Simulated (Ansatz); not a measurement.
Consider Ti in the hcp (Mg type) structure (space group P6_3/mmc, No. 194; a = 2.902 Å, c = 4.593 Å; relaxed with 0.1 eV smearing). Axes: x lies along a and z along c of the hexagonal cell.

Level of theory: PBEsol/PAW in Ansatz (a quantum-chemistry and plane-wave program), no spin-orbit coupling.

Before the change:

The pressure is 0.0 GPa.

Modification: biaxial strain +2.50 %, plane normal [001], relaxed out of plane (Cartesian); in-plane vectors clamped, the third vector and the atoms free.

Task: Estimate the effect on the ratio −ε⊥/ε∥.

Result: The ratio −ε⊥/ε∥ is 0.81.

Task: How does this affect the pressure?

Result: The pressure (mean of the normal stresses, compression positive) goes from zero to -3.1 GPa.

Whether these cells are dynamically stable was not tested. All final runs are without spin polarisation.
